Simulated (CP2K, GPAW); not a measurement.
A GPAW input for a relaxation of cell and atoms of PtS2 (P-3m1, 3 atoms in the cell) (DFT PBE, plane waves, GPAW PAW datasets PBE (gpaw-data 1.0.1)):

```python
from ase import Atoms
from ase.filters import FrechetCellFilter
from ase.optimize import LBFGS
from ase.units import GPa
from gpaw import GPAW, PW, FermiDirac

atoms = Atoms(['Pt', 'S', 'S'],
              cell=[[1.791063, -3.102212, 0.000000],
                    [1.791063, 3.102212, 0.000000],
                    [0.000000, 0.000000, 5.099976]],
              positions=[[0.000000, 0.000000, 0.000000],
                         [1.791063, 1.034071, 1.172994],
                         [1.791063, -1.034071, 3.926982]],
              pbc=True)

calc = GPAW(mode=PW(600),
            xc='PBE',
            kpts={'size': (6, 6, 4), 'gamma': True},
            occupations=FermiDirac(0.02),
            nbands=-6,
            convergence={'forces': 0.001, 'density': 1e-05, 'bands': -4},
            symmetry={'symmorphic': False, 'tolerance': 0.0005},
            maxiter=150,
            txt='-')

atoms.calc = calc

target = FrechetCellFilter(atoms)

opt = LBFGS(target, logfile='-')
converged = opt.run(fmax=0.03, steps=40)
print('Relaxation converged:', converged)
print('Cell:', atoms.cell.cellpar().round(4))
print(atoms.get_scaled_positions().round(5))

energy = atoms.get_potential_energy()
print('Energy (eV):', round(energy, 6))
forces = atoms.get_forces()
print('Forces (eV/Ang):')
print(forces.round(5))
stress = atoms.get_stress()
print('Stress (GPa, Voigt):', (stress / GPa).round(4))
```

Question: Write the same calculation as an input for CP2K.

Answer: One input that does it (others would too):

```
&GLOBAL
  PROJECT run
  RUN_TYPE CELL_OPT
  PRINT_LEVEL MEDIUM
&END GLOBAL
&FORCE_EVAL
  METHOD Quickstep
  STRESS_TENSOR ANALYTICAL
  &DFT
    BASIS_SET_FILE_NAME BASIS_MOLOPT
    POTENTIAL_FILE_NAME GTH_POTENTIALS
    &QS
      METHOD GPW
      EPS_DEFAULT 1E-10
      EXTRAPOLATION USE_GUESS
    &END QS
    &MGRID
      CUTOFF 500
      REL_CUTOFF 40
      NGRIDS 5
    &END MGRID
    &SCF
      SCF_GUESS ATOMIC
      EPS_SCF 1E-7
      MAX_SCF 100
      ADDED_MOS 6
      &DIAGONALIZATION
        ALGORITHM STANDARD
      &END DIAGONALIZATION
      &MIXING
        METHOD BROYDEN_MIXING
        ALPHA 0.2
        NBUFFER 10
      &END MIXING
      &SMEAR ON
        METHOD FERMI_DIRAC
        ELECTRONIC_TEMPERATURE [K] 232.09
      &END SMEAR
    &END SCF
    &KPOINTS
      SCHEME MONKHORST-PACK 6 6 4
      GAMMA_CENTERED T
    &END KPOINTS
    &XC
      &XC_FUNCTIONAL PBE
      &END XC_FUNCTIONAL
    &END XC
    &PRINT
      &MO
        EIGENVALUES T
        OCCUPATION_NUMBERS T
        NDIGITS 8
        FILENAME mo
        &EACH
          QS_SCF 0
        &END EACH
        ADD_LAST NUMERIC
      &END MO
      &MULLIKEN ON
      &END MULLIKEN
    &END PRINT
  &END DFT
  &SUBSYS
    &CELL
      A 3.58212600 0.00000000 0.00000000
      B -1.79106300 3.10221200 0.00000000
      C 0.00000000 0.00000000 5.09997600
      PERIODIC XYZ
    &END CELL
    &COORD
      SCALED
      Pt       0.00000000     0.00000000     0.00000000
      S        0.33333333     0.66666667     0.23000000
      S        0.66666667     0.33333333     0.77000000
    &END COORD
    &KIND Pt
      BASIS_SET DZVP-MOLOPT-SR-GTH-q18
      POTENTIAL GTH-PBE-q18
    &END KIND
    &KIND S
      BASIS_SET DZVP-MOLOPT-SR-GTH-q6
      POTENTIAL GTH-PBE-q6
    &END KIND
  &END SUBSYS
  &PRINT
    &FORCES ON
    &END FORCES
    &STRESS_TENSOR ON
    &END STRESS_TENSOR
  &END PRINT
&END FORCE_EVAL
&MOTION
  &CELL_OPT
    OPTIMIZER BFGS
    MAX_ITER 60
    MAX_FORCE 4E-4
    RMS_FORCE 3E-4
    EXTERNAL_PRESSURE [GPa] 0
    PRESSURE_TOLERANCE [bar] 200
  &END CELL_OPT
  &PRINT
    &CELL ON
    &END CELL
    &RESTART OFF
    &END RESTART
    &RESTART_HISTORY OFF
    &END RESTART_HISTORY
  &END PRINT
&END MOTION
```

Basis, cutoffs, solver keys and any potentials are the target program's own. This input uses DFT PBE, GPW, DZVP-MOLOPT-SR-GTH basis, GTH-PBE potentials (GTH_POTENTIALS).

The starting cell has typed, rounded lattice constants, without a prior relaxation at this level. Its lattice was rescaled by a random factor within 2.5 % of one.
